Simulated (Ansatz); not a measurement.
**SiC under a change: uniaxial strain ε_zz = +1.80 %**

The parent structure is SiC in the wurtzite structure (space group P6_3mc, No. 186; a = 3.076 Å, c = 5.048 Å). Axes: x lies along a and z along c of the hexagonal cell.

It is then changed as follows: the cell is stretched by 1.80 % along z with no lateral relaxation, atoms relaxed at fixed cell.

All numbers come from PBEsol (Ansatz, a program for electronic structure; PAW; 420 eV plane waves; no spin-orbit coupling). Γ-centred 12×12×7 mesh, Fermi–Dirac width 0.05 eV.

- Volume per atom = 10.53 Å³ (base 10.34 Å³)
- Shortest interatomic distance = 1.890 Å (base 1.883 Å)
- Energy relative to the base (free energy F) = +5.6 meV/atom
- Pressure (mean of the normal stresses, compression positive) = -3.76 GPa (base 0.00 GPa)
- Band gap = 2.03 eV (base 2.12 eV)
- Gap character = indirect, Γ → K (base indirect, Γ → K)
- Width of the top valence band = 3.94 eV (base 3.93 eV)
- Electron mass = 0.27 mₑ along z, 0.43 mₑ across (at K) (base 0.26 mₑ along c, 0.43 mₑ across (at K))
- Valence-band top at Γ (three highest levels, from the VBM) = 0.00, 0.00, -0.28 eV (base 0.00, 0.00, -0.11 eV)
- Stress (xx, yy, zz, yz, xz, xy; compression positive) = (-0.92, -0.92, -9.43, 0.00, 0.00, 0.00) GPa

Cost of the whole job for the changed cell (relaxation, final SCF and bands): roughly 9 core-seconds.

Masses are band curvatures over ±0.01 Å⁻¹ around the edge. Whether these cells are dynamically stable was not tested.
